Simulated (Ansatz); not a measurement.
## Mo$_{3}$Os in the A15 (Cr3Si type) structure (space group Pm-3n, No. 223)

```xyz
8
Lattice="4.9427 0.0000 0.0000 0.0000 4.9427 0.0000 0.0000 0.0000 4.9427" Properties=species:S:1:pos:R:3 pbc="T T T"
Mo     1.2357     0.0000     2.4713
Mo     3.7070     0.0000     2.4713
Mo     2.4713     3.7070     0.0000
Mo     2.4713     1.2357     0.0000
Mo     0.0000     2.4713     3.7070
Mo     0.0000     2.4713     1.2357
Os     0.0000     0.0000     0.0000
Os     2.4713     2.4713     2.4713
```

Computed with Ansatz (a quantum-chemistry and plane-wave program), PBEsol, PAW, cutoff 420 eV, scalar-relativistic without spin-orbit coupling. Γ-centred 10×10×10 mesh, Fermi–Dirac width 0.05 eV.

* **Volume per atom**: 15.09 Å³
* **Density**: 13.15 g/cm³
* **Band gap**: zero
* **Total energy**: -6485.857 eV/atom (σ→0; compares only within this code and set-up)

Whether these cells are dynamically stable was not tested. All final runs are without spin polarisation.
